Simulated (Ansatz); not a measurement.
# What H interstitial (started 1.47 Å from the nearest host atom), symmetric start does to BN

Base system: a 24-atom supercell of BN in the zinc blende structure (space group F-43m, No. 216; a = 3.6051 Å) at its relaxed geometry.

Now apply this change: one H atom is added in an open site, starting 1.47 Å from the nearest host atom, atoms relaxed at fixed cell.

All numbers come from Kohn–Sham DFT with the PBEsol functional, run in Ansatz (a quantum-chemistry and plane-wave program) with PAW and 420 eV plane waves, without spin-orbit coupling, earlier PAW set. Settings: 6×4×6 k-points, 0.01 eV Fermi–Dirac smearing.

```tsv
quantity	base	changed	shift
pressure	0.0 GPa	7.1 GPa	+7.1 GPa
gap of the supercell	4.29 eV	zero	–
total moment of the cell	–	0.0 μB	–
largest displacement of a host atom from its site in the perfect cell	–	0.03 Å	–
```

Cost of the whole job for the changed cell (relaxation, final SCF and bands): about 13 core-minutes (a rough figure).

Other magnetic orders, which the real material may have, were not ruled out. The cell is small, so the values are those of an ordered compound at a high defect concentration; dilute-limit values will differ. The mesh was chosen for an insulator and is coarse for the gapless case. The defect started on the symmetric site and kept its symmetry, so it may sit on a saddle. Seeded moments were not kept for H interstitial (started 1.47 Å from the nearest host atom). The defect cell is spin-polarised and ends with 0.0 μB.
